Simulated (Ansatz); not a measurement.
## Nb2AlC, pressure series

Base system: Nb$_{2}$AlC (space group P6_3/mmc, No. 194; a = 3.0928 Å, c = 13.8472 Å; a cell from a computed database, its experimental status unchecked).

Cell and atoms are relaxed at each pressure.

All numbers come from Kohn–Sham DFT with the PBEsol functional, run in Ansatz (a program for electronic structure) with PAW and 420 eV plane waves, scalar-relativistic without spin-orbit coupling.

```
pressure (GPa)  volume per atom (Å³/atom)
--------------  -------------------------
0                                  14.339
0.3                                     ?
0.7                                14.285
1.5                                14.224
3                                  14.113
5                                  13.973
7.5                                13.808
10                                 13.652
```

### Question
Fit the third-order Birch–Murnaghan form P(V) = (3B₀/2)[(V₀/V)^(7/3) − (V₀/V)^(5/3)]·[1 + (3/4)(B₀′ − 4)((V₀/V)^(2/3) − 1)] (squares taken in P) to the rows shown and predict the withheld row.

### Answer
Least squares on the printed values gives V₀ = 14.339 Å³/atom, B₀ = 182 GPa, B₀′ = 4.5; this predicts 14.316 Å³/atom, and the run gives 14.315 Å³/atom, in agreement.

Load acts through the strain it causes; cell and atoms are relaxed under it. Stability against distortions was not tested. Competing high-pressure phases were not computed. The final runs are not spin-polarised.
